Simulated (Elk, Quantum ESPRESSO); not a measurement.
# Equation of state of rock-salt PbS (space group 225): energy against volume (Elk, PBE)

```yaml
crystal:
  lattice:
    - [0.00000, 2.91719, 2.91719]
    - [2.91719, 0.00000, 2.91719]
    - [2.91719, 2.91719, 0.00000]
  atoms:
    - { symbol: Pb, position: [0.00000, 0.00000, 0.00000] }
    - { symbol: S, position: [0.50000, 0.50000, 0.50000] }
```

Method of the run: PBE, all-electron FP-LAPW, Elk's shipped species files, APW+lo basis with extra local orbitals run with Elk. Settings: xctype = 20; rgkmax = 9.12; swidth = 0.000367493 Ha; ngridk = 10 10 10; tforce = true; gmaxvr = 18 1/bohr; lmaxapw = 10; lmaxo = 8; nxlo = 2; lorbcnd = true; lradstp = 2; nrmtscf = 2; lmaxi = 4; maxscl = 100; sphere radii = {Pb: 2.8, S: 2.2} bohr. The cell above is the first row's. The rows scale it uniformly. In all rows fractional positions and the k mesh are held. E is the free energy at the stated smearing, counted from the lowest row.

```csv
V (Å^3/atom),E (meV/atom)
24.825,?
25.365,25.13
25.905,12.36
26.444,4.32
26.984,0.35
27.524,0.00
28.063,2.87
28.603,8.96
29.143,17.62
```

Fit E of the 8 rows that show it with the third-order Birch-Murnaghan form, a cubic in V^(-2/3). With u = V^(-2/3) - 0.111, the rows have u = 0.004836, 0.003221, 0.001663, 0.000155, -0.001304, -0.002713, -0.004080, -0.005405. Least squares gives E = 0.095 + 1167.3·u + 822130·u² + 1198839·u³. Residuals (row less fit): 0.027, -0.064, 0.005, 0.054, 0.032, -0.085, 0.024, 0.006; standard error 0.065 (degrees of freedom: 4). Its minimum lies at u = -0.000711, so V0 = (0.110289)^(-3/2) = 27.30. There d²E/du² = 1639000 and d³E/du³ = 7193000, so B0 = (4/9) × 27.30^(-7/3) × 1639000 × 0.160218 = 52.0 GPa (the last factor turns the table's units into GPa), and B0' = 4 + (2/3) × 0.110289 × (7193000)/1639000 = 4.3.

Problem. Predict the withheld E at V = 24.825 from the fit, and compare with the calculation.

Solution. u = 0.006510, so E = 0.095 + 1167.3 × 0.006510 + 822130 × 0.006510² + 1198839 × 0.006510³ = 42.867 meV/atom. The calculation gives 42.63 meV/atom, 0.237 meV/atom below the prediction (0.6 % of the range of E in the table). The row lies outside the fitted rows, so this is an extrapolation. From the scatter of the fitted rows alone, a prediction at this place has a standard error of 0.191 meV/atom, so the miss is 1.2 times that.

Carrying the step between the two nearest rows on in a straight line would have given 37.90, off by 4.73; series whose last step already gives the withheld value aren't shown. The scan was laid around a cell of about the measured size, scaled by a guess for this functional. The runs keep the symmetry of the cell, so they don't test it for distortions. A plane-wave scan with the same functional (Quantum ESPRESSO, GBRV) gives V0 = 27.06 Å^3/atom and B0 = 52.8 GPa; a Birch-Murnaghan fit to all rows here lies 0.9 % from it in V0 and -2 % in B0; the two differ in basis, and may differ in potentials and mesh. Values depend on the basis (sphere radii, cutoffs, local orbitals), which need not be converged. Spin-orbit coupling is off. Sphere radii are the same in all rows. Cutoffs and mesh are single choices, not tested for convergence of this quantity. Series with a scatter that would blur these digits, or in which a gap closes, are not shown. Nor are scans whose minimum lies at an end fitted in this form.
